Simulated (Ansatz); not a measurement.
# A computed series for hypothetical cubic perovskite TlCdBr3: response to strain

Take TlCdBr₃ in the cubic perovskite structure (space group Pm-3m, No. 221; a = 5.534 Å; a hypothetical phase, not in the database extracts checked) as the base. Axes: x, y, z lie along the cube axes.

Strains are applied to the cell and any free atomic positions relax; under stress the whole cell relaxes.

Levels (all Ansatz, a program for electronic structure, PAW): PBE (420 eV, no SOC); r2SCAN (500 eV, no spin-orbit coupling).

The base cell above is that of PBE; each level relaxes its own structures.

```json
[
 {"case": "isotropic strain −5.56 %", "shift of the gap caused by the change, PBE": "+0.15 eV", "shift of the gap caused by the change, r2SCAN": "+0.15 eV"},
 {"case": "uniaxial strain ε_xx = −0.60 %", "shift of the gap caused by the change, PBE": "0.00 eV", "shift of the gap caused by the change, r2SCAN": "-0.01 eV"},
 {"case": "uniaxial strain ε_yy = +0.71 %", "shift of the gap caused by the change, PBE": "-0.03 eV", "shift of the gap caused by the change, r2SCAN": "-0.02 eV"},
 {"case": "uniaxial strain ε_yy = +1.99 %", "shift of the gap caused by the change, PBE": "-0.07 eV", "shift of the gap caused by the change, r2SCAN": "-0.06 eV"},
 {"case": "uniaxial strain ε_yy = +4.40 %", "shift of the gap caused by the change, PBE": "-0.15 eV", "shift of the gap caused by the change, r2SCAN": "-0.12 eV"},
 {"case": "uniaxial strain ε_zz = +2.25 %", "shift of the gap caused by the change, PBE": "-0.08 eV", "shift of the gap caused by the change, r2SCAN": "-0.07 eV"},
 {"case": "tensor shear ε_xz = +0.95 %", "shift of the gap caused by the change, PBE": "-0.04 eV", "shift of the gap caused by the change, r2SCAN": "-0.03 eV"},
 {"case": "uniaxial stress, 3 GPa compression along x", "shift of the gap caused by the change, PBE": "-0.07 eV", "shift of the gap caused by the change, r2SCAN": "-0.09 eV"}
]
```

The two levels differ by at most about 0.02 eV. Near ties aside, they put the cases in the same order.

With Tl present, leaving out spin-orbit coupling can change the band edges. Beyond what the load breaks, stability against distortions was not tested. Many cubic perovskites are stable only at high temperature; tilts and polar distortions were not tested.
